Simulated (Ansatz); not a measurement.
An Ansatz (a quantum-chemistry and plane-wave program) run: HfO2 with a change (Hf → Zr); PBE (Ansatz; PAW; 420 eV plane waves; spin-orbit coupling left out), earlier PAW set.

Input:

Ansatz 0.2 input:
```yaml
crystal:
  lattice:
    - [5.3246246439, 0, 0]
    - [0, 5.0981628437, 0]
    - [0, 0, 5.1277695734]
  atoms:
    - { symbol: Zr, position: [0.0304883355, 0.2656824789, 0.2499771571] }
    - { symbol: Zr, position: [0.9695116645, 0.7343175211, 0.7499771571] }
    - { symbol: Zr, position: [0.5304883355, 0.7343175211, 0.2499771571] }
    - { symbol: Zr, position: [0.4695116645, 0.2656824789, 0.7499771571] }
    - { symbol: O, position: [0.3643692792, 0.0648126805, 0.1044038392] }
    - { symbol: O, position: [0.6356307208, 0.9351873195, 0.6044038392] }
    - { symbol: O, position: [0.8643692792, 0.9351873195, 0.1044038392] }
    - { symbol: O, position: [0.1356307208, 0.0648126805, 0.6044038392] }
    - { symbol: O, position: [0.2256327442, 0.5344411343, 0.0016190038] }
    - { symbol: O, position: [0.7743672558, 0.4655588657, 0.5016190038] }
    - { symbol: O, position: [0.7256327442, 0.4655588657, 0.0016190038] }
    - { symbol: O, position: [0.2743672558, 0.5344411343, 0.5016190038] }
basis: { ecutwfc: 420, ecutrho_ratio: 4, xc_grid: 2, fft_grid_basis: typed }
kpoints: { mp_grid: { grid: [5, 5, 5] } }
hamiltonian:
  xc: pbe
  dispersion: none
  pseudopotentials: { azcp: { folder: ./paw }, kind: paw }
scf: { occupations: { method: fermi_dirac, width: 0.05 }, convergence: { dr2_threshold: 0.0000000012 } }
output: { forces: true, stress: true }
checkpoint: { write: state.ck, write_every: 1000 }
```

Output:

```
WARN ansatz: RAYON_NUM_THREADS=1 ignored (pool sized by the plan → 1); use --threads N
Pseudopotentials: kind: paw
Pseudopotential: Zr, paw, valence charge 12
Pseudopotential: O, paw, valence charge 6
Functional definition: PBE
Crystal: 12 atoms, lattice volume = 139.197 Å³
Basis set: ecut = 420 eV, 2709 PW (Γ), exchange–correlation on 72×72×72 points (8 copies of the dense FFT grid, shifted against one another)
Bands: 60, of which v1, the nominal top of the filled ones, is band 48 counted from 1 (47 counted from 0)
Symmetry: 4 space group operations
Space group: Pca21 (ITA 29), of the structure as read, at distance tolerance 5.2e-5 Å
k-points: 27 of 125 (time reversal used)
Initial density: superposition of atomic densities (chi_scale 0.1, normalization cell, long waves kept (reshape's long-wave potential 0.01 eV rms))
Initial wavefunctions: pseudopotential atomic-orbital guess
Eigensolver: davidson
Functional: x = pbe(κ = 0.804, μ = 0.2195149727645171), c = pbe(β = 0.06672455060314922)
SCF iter   1: F=—  HF=-21296.228520 eV  |F-HF|=—  |Δ(HF+E_count)|=         —  Δρ=5.59e-2  dr2=4.01e0  ethr=3.10e-3  ⟨swp⟩=5.1  Hψ=6177  notcnv=0
all-band conjugate gradients solve this SCF's bands
preconditioner: auto → Resta (q_TF=auto, 2.564 Å⁻¹)
SCF iter   2: F=—  HF=-21295.955041 eV  |F-HF|=—  |Δ(HF+E_count)|=   2.73e-1  Δρ=3.28e-2  dr2=1.06e0  ethr=3.10e-3  ⟨swp⟩=2.3  Hψ=2601  notcnv=0  defer=148
SCF iter   3: F=—  HF=-21296.005212 eV  |F-HF|=—  |Δ(HF+E_count)|=   5.02e-2  Δρ=1.50e-2  dr2=3.66e-1  ethr=1.10e-3  ⟨swp⟩=2.0  Hψ=2289  notcnv=0  defer=148
SCF iter   4: F=—  HF=-21295.977331 eV  |F-HF|=—  |Δ(HF+E_count)|=   2.79e-2  Δρ=3.13e-3  dr2=1.05e-2  ethr=3.82e-4  ⟨swp⟩=2.0  Hψ=2582  notcnv=0  defer=144
SCF iter   5: F=—  HF=-21295.988266 eV  |F-HF|=—  |Δ(HF+E_count)|=   1.09e-2  Δρ=1.32e-3  dr2=2.05e-3  ethr=1.09e-5  ⟨swp⟩=2.0  Hψ=2355  notcnv=0  defer=144
SCF iter   6: F=—  HF=-21295.988300 eV  |F-HF|=—  |Δ(HF+E_count)|=   3.38e-5  Δρ=5.06e-4  dr2=3.00e-4  ethr=2.13e-6  ⟨swp⟩=2.0  Hψ=2439  notcnv=0  defer=144
SCF iter   7: F=—  HF=-21295.988467 eV  |F-HF|=—  |Δ(HF+E_count)|=   1.68e-4  Δρ=1.08e-4  dr2=1.41e-5  ethr=3.12e-7  ⟨swp⟩=2.0  Hψ=2141  notcnv=0  defer=144
SCF iter   8: F=—  HF=-21295.988308 eV  |F-HF|=—  |Δ(HF+E_count)|=   1.60e-4  Δρ=1.89e-5  dr2=4.65e-7  ethr=1.47e-8  ⟨swp⟩=2.0  Hψ=2340  notcnv=0  defer=144
SCF iter   9: F=—  HF=-21295.988311 eV  |F-HF|=—  |Δ(HF+E_count)|=   3.46e-6  Δρ=2.89e-6  dr2=1.10e-8  ethr=4.85e-10  ⟨swp⟩=2.0  Hψ=2664  notcnv=0  defer=144
SCF iter  10: F=-21295.988311 eV  HF=-21295.988311 eV  |F-HF|=2.26e-10  |Δ(HF+E_count)|=   1.35e-8  Δρ=5.95e-7  dr2=3.95e-10  ethr=1.25e-12  ⟨swp⟩=5.0  Hψ=5797  notcnv=0
SCF 1 converged in 10 iterations: F = -21295.988311 eV  dr2 = 3.95e-10
SCF converged after 10 iterations
Free energy (F): -21295.988311 eV
Harris-Foulkes:  -21295.988311 eV  (|F-HF|=2.26e-10)
Internal energy: -21295.988311 eV  (E = F + TS)
E sigma→0 (E₀):  -21295.988311 eV
Fermi energy:    12.651844 eV
--- Per-component energies (eV) ---
  E_band       = -342.075792
  E_kinetic    = 2617.672262
  E_local      = -4709.899279  (includes V_loc(G=0)·N_el)
  E_nonlocal   = 705.074805
  E_hartree    = 1618.282427
  E_xc         = -1198.838485
  E_vxc        = -1471.476949  (∫ρ·V_xc dr)
  E_paw        = -13154.017450  (= ΣΔE_a)
  E_vpaw       = -720.017546  (= ΣTr[D̂ρ^β])
  E_aug_tail   = 0.006087  (compensation charges beyond the density's cutoff)
  E_ewald      = -7174.268678
  E_smearing   = -0.000000  (= −TS)
  E_closure    = 0.000000  (closes the sum)
  Σ components = -21295.988311   (vs F -21295.988311, Δ=0.00e0)
  [band-id]    e_kinetic+e_local+e_nonlocal+2·e_hartree+e_vxc+e_vpaw+e_augmentation_tail = -342.075764   (vs E_band -342.075792, Δ=2.72e-5)
--- Forces (eV/Å), atoms counted from 1 ---
  atom   1  Zr    -0.00015747     0.00013943    -0.00006693
  atom   2  Zr     0.00015747    -0.00013943    -0.00006693
  atom   3  Zr    -0.00015747    -0.00013943    -0.00006693
  atom   4  Zr     0.00015747     0.00013943    -0.00006693
  atom   5  O      0.00022387     0.00048244    -0.00004213
  atom   6  O     -0.00022387    -0.00048244    -0.00004213
  atom   7  O      0.00022387    -0.00048244    -0.00004213
  atom   8  O     -0.00022387     0.00048244    -0.00004213
  atom   9  O     -0.00041605    -0.00102078     0.00011131
  atom  10  O      0.00041605     0.00102078     0.00011131
  atom  11  O     -0.00041605     0.00102078     0.00011131
  atom  12  O      0.00041605    -0.00102078     0.00011131
  max |Σ_I F_I| component: 8.98e-6 eV/Å
--- Stress (GPa, compression-positive) ---
       -0.002857       0.000000       0.000000
        0.000000      -0.009673       0.000000
        0.000000       0.000000       0.009496
  P = ⅓ Tr σ = -0.0010 GPa (-0.010 kbar)
  The stress holds the Pulay correction. Without it, at fixed plane waves, as pw.x and ABINIT print it: P = -0.3903 GPa
  The stress includes an estimate of the error left by incomplete SCF convergence (largest component -0.0001 GPa).
--- Band table ---
  band table: none
```

Whether these cells are dynamically stable was not tested. The cell was made from HfO2 by this change: Hf → Zr. This is not the structure that ZrO2 has at room temperature and ambient pressure.
